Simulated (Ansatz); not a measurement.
**Short convergence ladders for InAs (F-43m, 2 atoms in the cell)**

```
InAs
1.0
    0.00000     3.02091     3.02091
    3.02091     0.00000     3.02091
    3.02091     3.02091     0.00000
In As
1 1
Direct
  0.00000   0.00000   0.00000
  0.25000   0.25000   0.25000
```

Base method: LDA (PW92), PAW files made with PBE (plane waves; Ansatz, an electronic-structure program).

Base settings: basis.ecutwfc = 420 eV; kpoints.mp_grid.grid = 7 7 7; hamiltonian.xc = lda; hamiltonian.pseudopotentials = {kind: paw} (the program's default PAW files); scf.occupations.method = fermi_dirac; scf.occupations.width = 0.05 eV.

Core times come from one kind of shared machine, to one figure; runs under 30 s give none.

**Zone-centre phonons against the mesh**

In this ladder: phonons.method = dfpt.

Frequencies are those of the unrelaxed cell, without the LO-TO term of polar crystals.

Only quantities that move along the ladder and can be compared are tabulated.

```tsv
kpoints.mp_grid.grid	highest zone-centre frequency (cm⁻¹)	core time / last (rough)
3 3 3	185.2	–
4 4 4	200.6	–
5 5 5	206.5	–
6 6 6	209.2	–
9 9 9	211.7	–
11 11 11	212.2	–
14 14 14	212.6	0.3
17 17 17	212.8	0.5
21 21 21	212.8	1
```

Coarsest kpoints.mp_grid.grid that holds the highest zone-centre frequency within 5 cm⁻¹ of the last step, with all finer ones: 6 6 6; the step before is off by 6.3 cm⁻¹.

**The q mesh of the phonons**

In this ladder: kpoints.mp_grid.grid = 12 12 12; phonons.method = dfpt.

Only quantities that move along the ladder and can be compared are tabulated.

Thermal sums run over frequencies interpolated from this q mesh.

| phonons.qmesh | vibrational free energy at 300 K (meV/atom) | core time / last (rough) |
|---|---|---|
| 1 1 1 | -31.60 | – |
| 2 2 2 | -40.60 | 0.07 |
| 3 3 3 | -40.24 | 0.4 |
| 4 4 4 | -39.64 | 1 |

Coarsest phonons.qmesh that holds the vibrational free energy at 300 K within 2 meV/atom of the last step, with all finer ones: 2 2 2, at about 0.07 of the last step's time; the step before is off by 8.0 meV/atom.

On the base run: the starting cell has typed, rounded lattice constants, without a prior relaxation at this level. Its lattice was rescaled by up to half a per cent. The run gives no clean gap (levels at the Fermi energy touch, overlap or are partly filled at this smearing), which alone does not show that the compound is a metal.

Keys are those of Ansatz 0.2.
